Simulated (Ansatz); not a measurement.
**GaN: point defects**

The reference is a 16-atom supercell of GaN in the zinc blende structure (space group F-43m, No. 216; a = 4.498 Å) at its relaxed geometry.

One neutral defect a cell, atoms relaxed at fixed cell.

Level of theory: plane-wave PAW DFT at the r2SCAN level (Ansatz, a first-principles code, 500 eV), no SOC.

```tsv
case	largest displacement of a host atom from its site in the perfect cell	pressure
perfect supercell	–	0.0 GPa
Ga interstitial (started 1.95 Å from the nearest host atom), symmetric start	0.12 Å	27.0 GPa
Ga vacancy	0.17 Å	2.6 GPa
As on a N site, symmetric start	0.20 Å	21.3 GPa
N vacancy, symmetric start	0.04 Å	-1.0 GPa
Bi on a N site, symmetric start	0.36 Å	34.0 GPa
```

Other magnetic orders, which the real material may have, were not ruled out. The cell is small, so the values are those of an ordered compound at a high defect concentration; dilute-limit values will differ. The mesh was chosen for an insulator and is coarse for the gapless case. Defects with a symmetric start kept the site's symmetry and may sit on a saddle; the others started slightly shaken. Seeded moments were not kept for Ga interstitial (started 1.95 Å from the nearest host atom), As on a N site, N vacancy and Bi on a N site. This is not the structure that GaN has at room temperature and ambient pressure.
